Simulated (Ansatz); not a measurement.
Consider O-vacancy pair (O on one host N site, one N site vacant) in wurtzite GaN, charge state +2. These are PBE, PAW (plane waves to 420 eV; Ansatz, a program for electronic structure) values and carry that method's errors.

Cell of 72 host sites held at the relaxed PBE lattice; one k-point at (0.125, 0.250, 0.250); Fermi-Dirac width 0.01 eV, spin-restricted; finite-size errors left in. Static, classical nuclei. The charge state is imposed; whether it is stable for some Fermi level was not computed. Forms of the defect that were not tried may lie lower. The start lies 0.063 eV above the lowest site run (PBE).

Barriers: single points on a 2×2×2 k-point mesh shifted by half a step along c at the bands' geometries.

The step: O and the vacancy change places (O-vacancy distance between ideal sites 3.21 Å throughout). Atoms about the jump, Cartesian Å from the middle of the jump, before and after:

```csv
atom,x0,y0,z0,x1,y1,z1
O1,0.80,-0.46,1.31,-0.80,0.46,-1.31
Ga2,0.71,-0.41,-0.80,0.86,-0.50,-0.54
Ga3,-0.86,0.50,1.99,-0.80,0.47,1.94
Ga4,-2.44,-0.51,-0.65,-2.48,-0.52,-0.66
Ga5,-0.78,2.39,-0.64,-0.79,2.40,-0.66
N6,-2.39,-0.47,1.30,-2.39,-0.47,1.29
N7,-0.79,2.31,1.31,-0.78,2.31,1.29
Ga8,-0.79,0.46,-3.44,-0.80,0.47,-3.38
N9,0.79,-2.30,-1.30,0.80,-2.30,-1.28
N10,2.39,0.46,-1.30,2.39,0.46,-1.28
N11,-2.40,-2.33,-1.32,-2.40,-2.33,-1.32
N12,0.82,3.25,-1.32,0.82,3.24,-1.32
N13,-4.00,0.46,-1.31,-4.01,0.46,-1.32
N14,-2.40,3.24,-1.31,-2.41,3.24,-1.32
Ga15,-0.80,-3.27,-0.67,-0.80,-3.27,-0.67
Ga16,2.43,2.33,-0.67,2.43,2.33,-0.67
N17,-0.80,-3.25,1.30,-0.80,-3.26,1.31
N18,2.41,2.32,1.30,2.42,2.33,1.30
Ga19,0.81,-2.40,1.98,0.81,-2.44,1.99
Ga20,2.49,0.51,1.98,2.51,0.52,1.98
Ga21,-2.41,-2.34,1.97,-2.41,-2.34,1.97
Ga22,0.82,3.26,1.97,0.82,3.26,1.97
N23,-0.79,0.45,3.93,-0.78,0.45,3.90
```

**Question.** Where do these atoms stand at the saddle point, and how high is it?

**Answer.** 
```json
[
 {"atom": "O1", "x": "-0.55", "y": "0.32", "z": "-0.12"},
 {"atom": "Ga2", "x": "0.74", "y": "-0.43", "z": "-1.29"},
 {"atom": "Ga3", "x": "-0.98", "y": "0.57", "z": "1.90"},
 {"atom": "Ga4", "x": "-2.43", "y": "-0.53", "z": "-0.56"},
 {"atom": "Ga5", "x": "-0.76", "y": "2.38", "z": "-0.55"},
 {"atom": "N6", "x": "-2.54", "y": "-0.49", "z": "1.39"},
 {"atom": "N7", "x": "-0.85", "y": "2.45", "z": "1.40"},
 {"atom": "Ga8", "x": "-0.73", "y": "0.42", "z": "-3.31"},
 {"atom": "N9", "x": "0.83", "y": "-2.35", "z": "-1.37"},
 {"atom": "N10", "x": "2.45", "y": "0.46", "z": "-1.37"},
 {"atom": "N11", "x": "-2.38", "y": "-2.32", "z": "-1.30"},
 {"atom": "N12", "x": "0.82", "y": "3.22", "z": "-1.30"},
 {"atom": "N13", "x": "-3.96", "y": "0.45", "z": "-1.30"},
 {"atom": "N14", "x": "-2.37", "y": "3.20", "z": "-1.30"},
 {"atom": "Ga15", "x": "-0.78", "y": "-3.26", "z": "-0.70"},
 {"atom": "Ga16", "x": "2.43", "y": "2.31", "z": "-0.69"},
 {"atom": "N17", "x": "-0.83", "y": "-3.22", "z": "1.29"},
 {"atom": "N18", "x": "2.38", "y": "2.34", "z": "1.29"},
 {"atom": "Ga19", "x": "0.78", "y": "-2.57", "z": "2.04"},
 {"atom": "Ga20", "x": "2.62", "y": "0.61", "z": "2.05"},
 {"atom": "Ga21", "x": "-2.45", "y": "-2.33", "z": "2.00"},
 {"atom": "Ga22", "x": "0.79", "y": "3.29", "z": "2.01"},
 {"atom": "N23", "x": "-0.77", "y": "0.44", "z": "3.86"}
]
```
It lies 3.15 eV above the start and 3.12 eV above the end. The saddle point's order was not checked, and it lies on a symmetry element of the cell, where a band can be held.
